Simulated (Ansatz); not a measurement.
## Short convergence ladders for Sr3BiN (Pm-3m, 5 atoms in the cell)

```xyz
5
Lattice="5.2088 0.0000 0.0000 0.0000 5.2088 0.0000 0.0000 0.0000 5.2088" Properties=species:S:1:pos:R:3 pbc="T T T"
Sr     2.6044     2.6044     0.0000
Sr     0.0000     2.6044     2.6044
Sr     2.6044     0.0000     2.6044
Bi     0.0000     0.0000     0.0000
N      2.6044     2.6044     2.6044
```

Base method: LDA (PW92), default PAW files made with PBE (plane waves; Ansatz, a first-principles code).

Base settings: basis.ecutwfc = 420 eV; kpoints.mp_grid.grid = 5 5 5; hamiltonian.xc = lda; hamiltonian.pseudopotentials = {kind: paw} (the program's default PAW files); scf.occupations.method = fermi_dirac; scf.occupations.width = 0.01 eV.

Core times come from one kind of shared machine, to one figure; runs under 30 s give none.

**Zone-centre phonons against the cutoff**

In this ladder: scf.occupations.method = fixed; scf.occupations.width = default; phonons.method = dfpt; phonons.dielectric = true; phonons.rigid_motions = translations.

The mesh stays at the base's, so the ladder's end is converged at best in this setting alone.

Frequencies are those of the unrelaxed cell, without the LO-TO term of polar crystals.

Only quantities that move along the ladder and can be compared are tabulated.

ε∞ and Born charges come from denser meshes that the program picks itself.

| basis.ecutwfc | highest zone-centre frequency (cm⁻¹) | lowest optical frequency (cm⁻¹) | largest Born charge (mean of the diagonal) (e) | mean ε∞ | core time / last (rough) |
|---|---|---|---|---|---|
| 210 eV | 187.1 | 40.5 | 4.528 | 14.387 | 0.2 |
| 250 eV | 243.2 | 64.8 | 4.566 | 13.917 | 0.3 |
| 295 eV | 214.4 | 59.0 | 4.567 | 13.806 | 0.3 |
| 355 eV | 209.1 | 58.2 | 4.559 | 13.788 | 0.5 |
| 420 eV | 211.9 | 58.5 | 4.561 | 13.792 | 0.5 |
| 505 eV | 212.1 | 58.6 | 4.561 | 13.794 | 0.8 |
| 630 eV | 212.1 | 58.5 | 4.561 | 13.794 | 1 |

Coarsest basis.ecutwfc that holds the largest Born charge (mean of the diagonal) within 0.01 e of the last step, with all finer ones: 250 eV, at about 0.3 of the last step's time; the step before is off by 0.033 e.

Coarsest basis.ecutwfc that holds the lowest optical frequency within 10 cm⁻¹ of the last step, with all finer ones: 250 eV, at about 0.3 of the last step's time; the step before is off by 18 cm⁻¹.

Coarsest basis.ecutwfc that holds the highest zone-centre frequency within 2 cm⁻¹ of the last step, with all finer ones: 420 eV; the step before is off by 3.0 cm⁻¹.

**The force threshold of a relaxation**

On Sr₃BiN (P4mm, 5 atoms in the cell): one atom moved by 0.15 angstrom.

In this ladder: relax = atoms.

The mesh stays at the base's, so the ladder's end is converged at best in this setting alone.

Only quantities that move along the ladder and can be compared are tabulated.

| relax.f_tol | free energy less the last step's (meV/atom) | largest force left (eV/Å) | relaxation steps |
|---|---|---|---|
| 0.2 eV/Å | 1.42 | 0.1691 | 3 |
| 0.1 eV/Å | 0.00 | 0.0033 | 4 |
| 0.05 eV/Å | 0.00 | 0.0032 | 4 |
| 0.03 eV/Å | 0.00 | 0.0031 | 5 |
| 0.02 eV/Å | 0.00 | 0.0030 | 5 |
| 0.01 eV/Å | 0.00 | 0.0029 | 5 |
| 0.005 eV/Å | 0.00 | 0.0029 | 5 |
| 0.001 eV/Å | 0.00 | 0.0001 | 6 |

Coarsest relax.f_tol that holds the free energy within 0.2 meV/atom of the last step, with all finer ones: 0.1 eV/Å; the step before is off by 1.4 meV/atom.

Coarsest relax.f_tol that holds the largest force left within 0.01 eV/Å of the last step, with all finer ones: 0.1 eV/Å; the step before is off by 0.17 eV/Å.

**The dielectric constant against shifted meshes**

In this ladder: scf.occupations.method = fixed; scf.occupations.width = default; kpoints.mp_grid.shift = 0.5 0.5 0.5; dielectric = true; dielectric.field_mesh = kpoints.

Only quantities that move along the ladder and can be compared are tabulated.

```csv
kpoints.mp_grid.grid,largest Born charge (mean of the diagonal) (e),mean ε∞
2 2 2,4.145,8.495
3 3 3,4.460,10.141
4 4 4,4.540,11.034
5 5 5,4.559,11.604
6 6 6,4.563,12.027
9 9 9,4.563,12.800
12 12 12,4.562,13.204
```

Coarsest kpoints.mp_grid.grid that holds the mean ε∞ within 0.5 : not settled: the last two steps still differ by 0.40 , over half the tolerance, so the ladder does not show it.

Coarsest kpoints.mp_grid.grid that holds the largest Born charge (mean of the diagonal) within 0.005 e of the last step, with all finer ones: 5 5 5; the step before is off by 0.022 e.

The dielectric constant is not shown to be converged to 2 % within this ladder.

On the base run: the starting cell comes from a database of computed structures (which also holds hypothetical and non-ambient phases and stackings), without a prior relaxation at this level. Its lattice was rescaled by up to half a per cent.

Keys are those of Ansatz 0.2.
